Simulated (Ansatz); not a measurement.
## A computed series for HfS2: pressure series

Start from HfS₂ in the CdI2 type structure (space group P-3m1, No. 164; a = 3.606 Å, c = 5.768 Å; layered, stacked along the Cartesian z axis).

Cell and atoms are relaxed at each pressure.

Method: PBE-D3(BJ) (Ansatz, a quantum-chemistry and plane-wave program; PAW; 420 eV plane waves; scalar-relativistic without spin-orbit coupling).

For the base:

```
Quantity   Result
--------  -------
Band gap  0.85 eV
```

Task: The aim is a band gap between 0.62 eV and 0.68 eV. Which of these changes reaches it?
A. pressure 7.5 GPa
B. pressure 0.3 GPa
C. pressure 0.7 GPa
D. pressure 5 GPa
E. pressure 1.5 GPa

Result: E, pressure 1.5 GPa. It gives 0.64 eV; pressure 0.7 GPa gives 0.74 eV; pressure 0.3 GPa gives 0.80 eV; pressure 7.5 GPa gives 0.12 eV; pressure 5 GPa gives 0.31 eV. Changes not listed may reach it too

Spin-orbit coupling, missing from the scalar runs, can matter with Hf. Load acts through the strain it causes; cell and atoms are relaxed under it. Stability against distortions was not tested. No other phases were tried under pressure. The zero or small gap of HfS2 under pressure 7.5 GPa can change with the level of theory.
